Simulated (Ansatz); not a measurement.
The reference is SnO2 in the rutile structure (space group P4_2/mnm, No. 136; a = 4.759 Å, c = 3.200 Å).

Method: Kohn–Sham DFT with the r2SCAN functional, run in Ansatz (an electronic-structure program) with PAW and 500 eV plane waves, scalar-relativistic without spin-orbit coupling, earlier PAW set.

For the base:

Electron mass: 0.20 mₑ along c, 0.23 mₑ across (at Γ)
Valence-band top at Γ: 0.00, -0.77, -0.77 eV

Modification: an isotropic linear strain of +0.67 %; the atoms relax in the strained cell.

Q: What happens to the mean gap deformation potential ΔEg/Δln V?

A: The mean gap deformation potential ΔEg/Δln V is -11.4 eV.

Q: What does the calculation give for the electron mass after the change?

A: The electron mass changes from 0.20 mₑ along c, 0.23 mₑ across (at Γ) to 0.18 mₑ along c, 0.22 mₑ across (at Γ).

Q: How does this affect the valence-band top at Γ?

A: The valence-band top at Γ (three highest levels, from the VBM) becomes 0.00, -0.75, -0.75 eV (base: 0.00, -0.77, -0.77 eV).

Q: What happens to the energy relative to the base?

A: The energy goes up by 3.1 meV/atom.

Effective masses come from finite differences of ±0.01 Å⁻¹. Whether these cells are dynamically stable was not tested. The base started in Pnnm and relaxed to P4_2/mnm at this level.
